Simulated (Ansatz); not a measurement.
The starting structures come from a database of crystals and need not be the phases stable at ambient conditions.

By PBEsol, the system below comes out a metal.

The ballistic (Sharvin) conductance counts the channels at the Fermi level: G/A = (e²/h) × channels of both spins per area.

```yaml
crystal:
  lattice:
    - [5.18013, 0.00000, 0.00000]
    - [2.59007, 11.55854, 0.00000]
    - [2.59007, -0.19346, 1.48281]
  atoms:
    - { symbol: Nb, position: [0.45618, 0.87715, 0.87715] }
    - { symbol: Nb, position: [0.54382, 0.12285, 0.12285] }
    - { symbol: Nb, position: [0.28952, 0.37715, 0.37715] }
    - { symbol: Nb, position: [0.71048, 0.62285, 0.62285] }
    - { symbol: N, position: [0.00000, 0.00000, 0.00000] }
    - { symbol: N, position: [0.50000, 0.50000, 0.50000] }
    - { symbol: N, position: [0.08333, 0.25000, 0.25000] }
    - { symbol: N, position: [0.91667, 0.75000, 0.75000] }
```

Space group of this cell: P6_3/mmc. The cell is taken as given; by PBEsol its mean pressure is -14.0 GPa.

The current flows along the normal of the first two printed cell vectors, the (111) plane of the conventional cell. No spin-orbit coupling; the value is a mean over 0.1 eV about the Fermi level.

**Question.** Estimate the ballistic conductance per area that PBEsol run with Ansatz (an electronic-structure program) returns for this system.

**Answer.** 0.66 × 10¹⁵ S/m² for both spins.
